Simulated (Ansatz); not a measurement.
Start from Ag in the fcc (Cu type) structure (space group Fm-3m, No. 225; a = 4.0538 Å; relaxed with 0.1 eV smearing).

All numbers come from DFT with PBEsol, PAW potentials and a 420 eV plane-wave cutoff in Ansatz (a program for electronic structure), spin-orbit coupling left out.

Base values:

Pressure: 0.0 GPa

The change: an isotropic linear strain of +1.50 %; the atoms relax in the strained cell.

**Question.** What does the calculation give for the energy relative to the base after the change?

**Answer.** The energy increases by 12 meV/atom.

**Question.** What does the calculation give for the pressure after the change?

**Answer.** The pressure goes from zero to -4.7 GPa.

Stability against distortions was not tested.
